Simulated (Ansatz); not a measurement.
# Mg2BeN2 (model structure, started from the Ca2ZnN2 type, I4/mmm, No. 139, 5 atoms in the cell)

Method: PBE (PAW; Ansatz, a first-principles code).

Settings: plane-wave cutoff 520 eV, 16×16×16 k mesh, Fermi–Dirac smearing 0.01 eV, scalar-relativistic PAW data made under PBE.

Cell (relaxed with PBEsol):

```cif
data_BeMg2N2
_chemical_formula_sum 'Mg2 Be1 N2'
_space_group_name_H-M_alt 'P 1'
_space_group_IT_number 1
_cell_length_a 5.91480
_cell_length_b 5.91480
_cell_length_c 5.91480
_cell_angle_alpha 149.500
_cell_angle_beta 149.500
_cell_angle_gamma 43.675
loop_
_space_group_symop_operation_xyz
  'x, y, z'
loop_
_atom_site_label
_atom_site_type_symbol
_atom_site_fract_x
_atom_site_fract_y
_atom_site_fract_z
_atom_site_occupancy
Mg1 Mg 0.66409 0.66409 0.00000 1
Mg2 Mg 0.33591 0.33591 0.00000 1
Be1 Be 0.00000 0.00000 0.00000 1
N1 N 0.86052 0.86052 0.00000 1
N2 N 0.13948 0.13948 0.00000 1
```

```yaml
band_gap: 0.99 eV (indirect)
smallest_direct_gap_on_the_k_points_sampled: 1.61 eV
"Γ–Γ gap": 1.62 eV
```

Note: the relaxation could raise the start's symmetry but not lower it, so the cell can be a saddle point; cell and atoms aren't relaxed at this level (largest force component 0.09 eV/Å, pressure 2.6 GPa).

The computed numbers hold no vibrational or temperature effects.

A model structure was made by putting elements into a prototype or built by hand; it is no filed structure, need not be a known phase, and can be a saddle point held by its symmetry.
